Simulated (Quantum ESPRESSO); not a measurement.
Input and output of a self-consistent single point for V₅Ge₃ (I4/mcm, 16 atoms in the cell) (Quantum ESPRESSO).

Method: Wu-Cohen GGA, SSSP 1.1.2 efficiency (PBE) pseudopotentials (plane waves; Quantum ESPRESSO 7.5).

```xyz
16
Lattice="-4.8741 4.8741 2.4702 4.8741 -4.8741 2.4702 4.8741 4.8741 -2.4702" Properties=species:S:1:pos:R:3 pbc="T T T"
V      2.2283     0.7298     0.0000
V      2.6457     4.1442     2.4702
V      4.1442    -2.6457     2.4702
V      0.7298     7.5198     0.0000
V      2.2283    -0.7298     2.4702
V      2.6457     5.6039     0.0000
V      4.1442     2.6457     0.0000
V      0.7298     2.2283     2.4702
V      0.0000     4.8741     1.2351
V      4.8741     0.0000     1.2351
Ge     6.4960     1.6220     0.0000
Ge    -1.6220     3.2521     2.4702
Ge     3.2521     1.6220     2.4702
Ge     1.6220     3.2521     0.0000
Ge     0.0000     0.0000     3.7053
Ge     0.0000     0.0000     1.2351
```

Reference input (self-consistent single point, DFT, LDA (PZ), plane waves, GBRV 1.5 ultrasoft (LDA) pseudopotentials): ecutwfc = 50 Ry; ecutrho = 400 Ry; occupations = smearing; smearing = methfessel-paxton; degauss = 0.0073499 Ry; potentials = {V: v_lda_v1.4.uspp.F.UPF, Ge: ge_lda_v1.4.uspp.F.UPF}; K_POINTS = automatic 4 4 4 1 1 1; conv_thr = 1e-10 Ry; mixing_beta = 0.5. This run's input differs from it in these lines:

```diff
@@ -16,2 +16,3 @@
    degauss = 0.0073499,
+   input_dft = 'wc',
 /
@@ -22,4 +23,4 @@
 ATOMIC_SPECIES
-V     50.9415  v_lda_v1.4.uspp.F.UPF
-Ge    72.6300  ge_lda_v1.4.uspp.F.UPF
+V     50.9415  v_pbe_v1.4.uspp.F.UPF
+Ge    72.6300  ge_pbe_v1.4.uspp.F.UPF
 ATOMIC_POSITIONS {crystal}
```

The program printed (abridged):

```
     Self-consistent Calculation

     iteration #  1     ecut=    50.00 Ry     beta= 0.50

     Threshold (ethr) on eigenvalues was too large:
     Diagonalizing with lowered threshold

     negative rho (up, down):  9.385E-03 0.000E+00

     total energy              =   -2729.94058944 Ry
     estimated scf accuracy    <       1.51553429 Ry

     iteration #  2     ecut=    50.00 Ry     beta= 0.50

     negative rho (up, down):  8.775E-03 0.000E+00

     total energy              =   -2728.80066681 Ry
     estimated scf accuracy    <      29.97777227 Ry

     iteration #  3     ecut=    50.00 Ry     beta= 0.50

     negative rho (up, down):  8.657E-03 0.000E+00

     total energy              =   -2730.60786854 Ry
     estimated scf accuracy    <       0.74519720 Ry

   [... 12 blocks of this kind left out ...]

     iteration # 16     ecut=    50.00 Ry     beta= 0.50

     negative rho (up, down):  9.187E-03 0.000E+00

     total energy              =   -2730.68529442 Ry
     estimated scf accuracy    <          2.3E-09 Ry

     iteration # 17     ecut=    50.00 Ry     beta= 0.50

     negative rho (up, down):  9.187E-03 0.000E+00
     End of self-consistent calculation

     the Fermi energy is    14.9313 ev

!    total energy              =   -2730.68529442 Ry
     estimated scf accuracy    <          4.9E-11 Ry
     smearing contrib. (-TS)   =       0.00080279 Ry
     internal energy E=F+TS    =   -2730.68609722 Ry

     convergence has been achieved in  17 iterations

     negative rho (up, down):  9.187E-03 0.000E+00

     Forces acting on atoms (cartesian axes, Ry/au):

     atom    1 type  1   force =     0.00242943   -0.00240458    0.00000000
     atom    2 type  1   force =    -0.00242943    0.00240458    0.00000000
     atom    3 type  1   force =     0.00240458    0.00242943    0.00000000
     atom    4 type  1   force =    -0.00240458   -0.00242943    0.00000000
     atom    5 type  1   force =     0.00242943    0.00240458   -0.00000000
   [... lines left out ...]
     Total force =     0.018277     Total SCF correction =     0.000021
   [... lines left out ...]

     negative rho (up, down):  9.187E-03 0.000E+00
          total   stress  (Ry/bohr**3)                   (kbar)     P=     -140.80
  -0.00098580   0.00000000   0.00000000         -145.02        0.00        0.00
   0.00000000  -0.00098580   0.00000000            0.00     -145.02        0.00
   0.00000000  -0.00000000  -0.00089973            0.00       -0.00     -132.35

   JOB DONE.
```

The run converged in 17 iterations. Against the reference run the pressure goes from -18.97 to -14.08 GPa and the largest force goes from 0.251 to 0.199 eV/Å.

The starting cell comes from a database of computed structures (which also holds hypothetical and non-ambient phases and stackings), without a prior relaxation at this level. Its lattice was rescaled by a random factor within 2.5 % of one. Spin polarisation is off. With a pressure of about -14 GPa the cell is away from its equilibrium volume at this level.

Cost on one core of a shared machine: roughly 10 min.
